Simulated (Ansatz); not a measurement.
CoSi (P2_13, relaxed from the FeSi type), quasi-harmonic approximation with PBEsol in Ansatz (a quantum-chemistry and plane-wave program). 

```
T (K)  α_L (10⁻⁶/K)  C_P (J/mol/K)  bulk modulus B_T (GPa)     γ
-----  ------------  -------------  ----------------------  ----
50              0.7            3.4                     237  1.90
100             3.5           16.8                     236  1.87
150             5.8           28.4                     235  1.86
350      (withheld)           45.4                     228  1.85
500            10.3           49.0                     222  1.86
550            10.5           49.8              (withheld)  1.86
600            10.7           50.4                     218  1.87
700            11.1           51.6                     214  1.87
```

Task: Fill in the missing entries.

Result: 
- 350, α_L (10⁻⁶/K): 9.4
- 550, bulk modulus B_T (GPa): 220

The crystal is held in this phase throughout; melting and phase transitions are not modelled.

The PAW data sets were generated under PBE and serve the other functionals too.
